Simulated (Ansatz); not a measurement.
**Computed paths: interstitial B in zinc-blende BN, charge state +3**

System: interstitial B in zinc-blende BN (charge state +3). These are PBE, PAW (plane waves to 420 eV; Ansatz, a first-principles code) values and carry that method's errors.

64-site cell at the relaxed PBE lattice, a 2×2×2 k-point mesh shifted by half a step, smearing 0.01 eV, spin-restricted, no finite-size correction. No zero-point or tunnelling terms. The charge state is imposed; whether it is stable for some Fermi level was not computed. Sites that were not tried may lie lower.

Barriers: single points on a 3×3×3 k-point mesh shifted by half a step at the bands' geometries.

```tsv
Route	Start site over the lowest site run (eV)	Hop (Å)	Forward barrier (eV)	Backward barrier (eV)	Neighbours at the start	Neighbours at the saddle	Saddle order	Forward, on the band's own sampling (eV)
a direct jump of one B atom	0.00	2.56	2.53	2.53	6 B at 1.96; 4 N at 1.53 Å	B at 1.65, B at 1.70, 2 B at 1.82; N at 1.58, 2 N at 1.77, 2 N at 1.85, N at 2.05 Å	not checked, on a symmetry element	2.53
a concerted move, in which B travels most	0.00	1.67	2.89	2.89	B at 1.96; 2 N at 1.50, 2 N at 1.65 Å	B at 1.79, B at 2.12, B at 2.13, B at 2.15, B at 2.16; 2 N at 1.36 Å	not checked, on a symmetry element	2.89
```

Paths come from nudged elastic bands with a climbing image. Of the routes that converged and passed our checks, the lowest saddle point lies 2.53 eV above the lowest of the sites run (a direct jump of one B atom); other sites, such as split forms, and other routes may lie lower. A band can be held on a symmetry element, so unchecked saddle points there may be too high.

The whole set of runs took roughly 2.5 core-hours.
